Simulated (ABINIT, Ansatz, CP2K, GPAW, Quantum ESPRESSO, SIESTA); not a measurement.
## NiAl (Pm-3m, 2 atoms in the cell) computed with different codes at matched settings

Self-consistent single point.

```yaml
crystal:
  lattice:
    - [2.89000, 0.00000, 0.00000]
    - [0.00000, 2.89000, 0.00000]
    - [0.00000, 0.00000, 2.89000]
  atoms:
    - { symbol: Al, position: [0.50000, 0.50000, 0.50000] }
    - { symbol: Ni, position: [0.00000, 0.00000, 0.00000] }
```

All programs got the same cell, k-point mesh and kind of occupations (in Ansatz's words: kpoints.mp_grid.grid = 9 9 9; scf.occupations.method = gaussian; scf.occupations.width = 0.136 eV); potentials, basis and cutoffs are each program's usual ones.

| code | model | pressure (GPa) | k-points | cutoff |
|---|---|---|---|---|
| Ansatz | PBE, default PAW files | 0.35 | 35 | default |
| GPAW | PBE, GPAW PAW datasets PBE (gpaw-data 1.0.1) | 1.24 | 35 | 850 eV |
| ABINIT | PBE, norm-conserving pseudopotentials (PseudoDojo nc-sr-05 PBE standard) | 0.26 | 35 | 1333 eV |
| SIESTA | GGA PBE, numerical atomic orbitals DZP, PseudoDojo PBE standard norm-conserving potentials (rewritten from UPF to PSML) | -1.90 | 365 | grid 350 Ry |
| CP2K | PBE, GPW, DZVP-MOLOPT-SR-GTH basis, GTH-PBE potentials (GTH_POTENTIALS) | 0.55 | 365 | grid 600 Ry |
| Quantum ESPRESSO | PBE, SSSP 1.1.2 efficiency (PBE) pseudopotentials | 0.58 | 35 | 50 Ry |

The spread over the programs that give each value: pressure within 3.14 GPa.

The starting cell has typed, rounded lattice constants, without a prior relaxation at this level. On Ansatz's run: Spin polarisation is off.

**Question.** Why do the programs differ, and what cannot be compared?

**Answer.** Differences of this kind can come from the potentials, where these differ, and from what each basis and cutoff leave unconverged. The valence holds different numbers of electrons (Ansatz (a program for electronic structure) 21, GPAW 19, ABINIT 21, SIESTA 21, CP2K 21, Quantum ESPRESSO 21). The zero of total energies and Fermi levels follows the potentials and each program's conventions, so they are not compared here. SIESTA and CP2K use small atom-centred bases, whose incompleteness enters pressures, forces and empty levels differently from a plane-wave cutoff. Ansatz's pressure is given at a fixed set of plane waves, as the other plane-wave codes print theirs; with its correction for the finite basis it is 0.41 GPa. The programs reduce the same mesh by symmetry to different extents, which changes the work and not the result. In the pressure, SIESTA (by 2.37) lies more than 1 GPa from the median of the plane-wave programs.

Left out of this page: Elk and FLEUR (not drawn, or without a comparable value).

Keys are those of Ansatz 0.2.
